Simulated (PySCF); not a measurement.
PySCF 2.14.0, PBE0/def2-tzvp, df: benzenedithiol (Sc1ccc(S)cc1), 14 atoms. The geometry is a generated start, not checked to be a minimum at this level.

```python
import time
import numpy
from pyscf import lib
from pyscf import gto, scf, dft, mp, cc, sgx
lib.logger.TIMER_LEVEL = 4
t0 = time.perf_counter()

mol = gto.M(
    atom='''
S     -3.16170000    -0.37590000    -0.17050000
C     -1.38880000    -0.25540000    -0.09920000
C     -0.73640000     0.91980000    -0.48050000
C      0.65940000     1.00040000    -0.42820000
C      1.41250000    -0.09350000     0.00570000
S      3.18780000    -0.00880000     0.06730000
C      0.76050000    -1.27250000     0.37390000
C     -0.63470000    -1.35310000     0.32170000
H     -3.42110000     0.88460000     0.20590000
H     -1.30180000     1.78030000    -0.82950000
H      1.14650000     1.92180000    -0.73780000
H      3.27170000     1.27150000     0.45660000
H      1.32990000    -2.13870000     0.70320000
H     -1.12360000    -2.28060000     0.61130000
''',
    basis='def2-tzvp',
    max_memory=16000,
    verbose=4,
)
mf = dft.RKS(mol, xc='pbe0')
mf = mf.density_fit()
mf.chkfile = None
mf.kernel()
print('SCF converged:', mf.converged)
print('E(SCF) = %.10f' % mf.e_tot)
print('basis functions:', mol.nao_nr())
print('integrals held in memory:', getattr(mf, '_eri', None) is not None)
t1 = time.perf_counter()
print('wall of the SCF part: %.3f s' % (t1 - t0))
print('run ended')
```

The program reports basis functions: 296, grid points: 181320.

It runs on a single node (Arm Neoverse V2, 96 cores on 1 socket, no SMT, 1 L3 cache group; 94 cores' worth of CPU time may be used).

Each time is the median wall time of two to five repeats, run one at a time on the otherwise empty machine; start-up is included. Processes are pinned to neighbouring cores unless said otherwise. The times hold for this build (PyPI wheel: OpenMP (GNU), a bundled serial OpenBLAS 0.3.3 under its C layer, NumPy's threaded OpenBLAS held to generic ARMv8 kernels, libcint, Libxc). Scratch files lie in a memory file system.

Measured:

```csv
cores,layout,wall time
2,"2 threads, 1 BLAS thread",43 s
4,"4 threads, 1 BLAS thread",23 s
8,"8 threads, 1 BLAS thread",13 s
32,"32 threads, 1 BLAS thread",5.8 s
48,"48 threads, 1 BLAS thread",5.2 s
64,"64 threads, 1 BLAS thread",4.9 s
```

Question: Take a serial part s and a parallel part w, T = s + w/p on p cores. What does the fit give for 16 threads, 1 BLAS thread and for 88 threads, 1 BLAS thread, and what is measured?

Answer: A fit of relative deviations gives s = 3.6 s and w = 77 core-seconds; it misses the rows shown by at most 3 %.

```csv
cores,layout,fit,measured,measured against fit
16,"16 threads, 1 BLAS thread",8.4 s,8.1 s,-4 %
88,"88 threads, 1 BLAS thread",4.4 s,5.1 s,+15 %
```

Efficiency, counted from 2 cores, is near one half at 32 cores. The time no longer falls beyond 48 cores (5.2 s; the least measured is 4.9 s on 64, level within 8 % or the scatter of repeats). The share that grows most is that of J and K builds (with the fitting integrals): from 20 % of the time on 2 cores to 36 % on 88. The largest part on 88 cores, exchange-correlation on the grid (vxc), takes 34 s on 2 and 2.3 s there.
